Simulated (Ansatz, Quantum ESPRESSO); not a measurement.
**Code comparison for RbNO3 (R32, 5 atoms in the cell)**

Zone-centre phonon calculation.

```
RbNO3
1.0
    3.11148     1.79641     3.11782
   -3.11148     1.79641     3.11782
    0.00000    -3.59282     3.11782
Rb N O
1 1 3
Direct
  0.50000   0.50000   0.50000
  0.00000   0.00000   0.00000
  0.00000   0.79343   0.20657
  0.20657   0.00000   0.79343
  0.79343   0.20657   0.00000
```

Shared settings, as Ansatz (a quantum-chemistry and plane-wave program) writes them: kpoints.mp_grid.grid = 5 5 5; scf.occupations.method = fixed. Potentials and cutoffs stand in the table.

| code | model | highest zone-centre frequency, without LO-TO term (cm⁻¹) | mean ε∞ at this mesh | cutoff |
|---|---|---|---|---|
| Quantum ESPRESSO | LDA (PZ), GBRV 1.5 ultrasoft (LDA) pseudopotentials | 1193 | 2.07 | 40 Ry |
| Ansatz | LDA (PW92), PAW files made with PBE | 1177 | 2.07 | 420 eV |

The spread over the programs that give each value: highest zone-centre frequency, without LO-TO term within 16.0 cm⁻¹; mean ε∞ at this mesh within 0.00 .

The same LDA comes in different parametrisations, which differ slightly.

The starting cell comes from a database of computed structures (which also holds hypothetical and non-ambient phases and stackings), without a prior relaxation at this level. Its lattice was rescaled by a random factor within 2.5 % of one.

Keys are those of Ansatz 0.2.
